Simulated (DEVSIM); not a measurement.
Device: Au/HfO2/p-GaAs capacitor, at 250 K.

| layer (left to right) | material | thickness (nm) | Na (cm⁻³) |
|---|---|---|---|
| 1 | HfO2 | 5.90 | - |
| 2 | GaAs | 980 | 4.3e17 |

Metal gate on the left, work function 5.1 eV. Fixed charge at the semiconductor interface -1.4e11 cm⁻² (in units of +e); interface traps 1e12 cm⁻² eV⁻¹, uniform in energy, neutral level at 0.3 of the gap above the valence band.

This is a model device: material constants are rounded textbook-type values typed into the input, and sizes, dopings and lifetimes were drawn at random. Values at 300 K; Nc and Nv go as T^1.5, mobilities as T to minus their exponent, the gap by Varshni's rule with the affinity fixed.

```csv
parameter,HfO2,GaAs
gap (eV),5.7,1.424
affinity (eV),2.5,4.07
permittivity,22,12.9
Nc (cm⁻³),-,4.7e17
Nv (cm⁻³),-,9e18
Varshni α (eV/K),-,0.000541
Varshni β (K),-,204
```

Model (solved in DEVSIM): 1D Poisson equation in equilibrium, Boltzmann statistics, complete ionisation; no quantum confinement or tunnelling. Metal contacts follow the ideal Schottky-Mott rule: no Fermi-level pinning, no interface dipoles.

Question: Tabulate band edges, carrier densities and field at 0.6 V on the gate.

Answer: Energies count from the Fermi level of the right contact; mesh points crowd at the junctions.

| x (μm) | Ec (eV) | Ev (eV) | n (cm⁻³) | p (cm⁻³) | field (V/cm) |
|---|---|---|---|---|---|
| 0.000 | 2.000 | -3.700 | < 1e2 | < 1e2 | 230000 |
| 0.0009763 | 2.022 | -3.678 | < 1e2 | < 1e2 | 230000 |
| 0.002352 | 2.054 | -3.646 | < 1e2 | < 1e2 | 230000 |
| 0.004085 | 2.094 | -3.606 | < 1e2 | < 1e2 | 230000 |
| 0.005628 | 2.130 | -3.570 | < 1e2 | < 1e2 | 230000 |
| 0.006482 | 0.584 | -0.862 | 600000 | < 1e2 | 310000 |
| 0.008169 | 0.635 | -0.811 | 57000 | 300 | 300000 |
| 0.01300 | 0.771 | -0.675 | 100 | 170000 | 270000 |
| 0.02100 | 0.966 | -0.480 | < 1e2 | 1.4e9 | 220000 |
| 0.03566 | 1.223 | -0.223 | < 1e2 | 2.2e14 | 130000 |
| 0.06555 | 1.383 | -0.063 | < 1e2 | 3.6e17 | 5800 |
| 0.1512 | 1.387 | -0.060 | < 1e2 | 4.3e17 | ≈ 0 |
| 0.2833 | 1.387 | -0.060 | < 1e2 | 4.3e17 | ≈ 0 |
| 0.5433 | 1.387 | -0.060 | < 1e2 | 4.3e17 | ≈ 0 |
| 0.8029 | 1.387 | -0.060 | < 1e2 | 4.3e17 | ≈ 0 |
| 0.8934 | 1.387 | -0.060 | < 1e2 | 4.3e17 | ≈ 0 |
| 0.9378 | 1.387 | -0.060 | < 1e2 | 4.3e17 | ≈ 0 |
| 0.9620 | 1.387 | -0.060 | < 1e2 | 4.3e17 | ≈ 0 |
| 0.9767 | 1.387 | -0.060 | < 1e2 | 4.3e17 | ≈ 0 |
| 0.9816 | 1.387 | -0.060 | < 1e2 | 4.3e17 | ≈ 0 |
| 0.9843 | 1.387 | -0.060 | < 1e2 | 4.3e17 | ≈ 0 |
| 0.9859 | 1.387 | -0.060 | < 1e2 | 4.3e17 | ≈ 0 |
